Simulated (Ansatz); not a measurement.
Cubic perovskite CsPbCl3 (cubic high-temperature phase), treated with PBE0 (Ansatz, a program for electronic structure, PAW).

Run with plane-wave cutoff 460 eV, 4×4×4 k mesh, Fermi–Dirac smearing 0.01 eV, scalar-relativistic PAW data made under PBE.

Computed at the level's own relaxed cell.

Q: Estimate the bulk modulus B0, band gap, lattice parameter a, equilibrium volume per atom, pressure derivative B′ of the bulk modulus and Γ–Γ gap that the calculation returns.

A: 
* **bulk modulus B0**: 23.3 GPa
* **band gap**: 3.51 eV (on the SCF k mesh)
* **lattice parameter a**: 5.705 Å
* **equilibrium volume per atom**: 37.14 Å³/atom
* **pressure derivative B′ of the bulk modulus**: 4.7
* **Γ–Γ gap**: 7.77 eV

Note: the relaxation could not lower the start's symmetry, so the cell can be a saddle point above a distorted one.

Spin–orbit coupling is not included; with these elements it can move the gap by several tenths of an eV or more.

Computed values are for the static lattice.

It cost around 16 core-minutes (rough) of CPU time.
